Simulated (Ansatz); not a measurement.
## Pressure series in SiC

Consider SiC in the wurtzite structure (space group P6_3mc, No. 186; a = 3.075 Å, c = 5.048 Å).

Cell and atoms are relaxed at each pressure.

Method: r2SCAN in Ansatz (plane waves to 500 eV, PAW, no spin-orbit coupling).

For the base:

The smallest direct gap comes out as 4.48 eV.

### Question
The aim is a smallest direct gap between 4.95 eV and 5.28 eV. Which of these changes reaches it?
A) pressure 3 GPa
B) pressure 100 GPa
C) pressure 7 GPa
D) pressure −1 GPa

### Answer
B, pressure 100 GPa. It gives 5.08 eV; pressure 7 GPa gives 4.54 eV; pressure 3 GPa gives 4.50 eV; pressure −1 GPa gives 4.47 eV. Changes not listed may reach it too

Load acts through the strain it causes; cell and atoms are relaxed under it. No phonon test of stability was made. No other phases were tried under pressure.

Ansatz is a quantum-chemistry and plane-wave program.
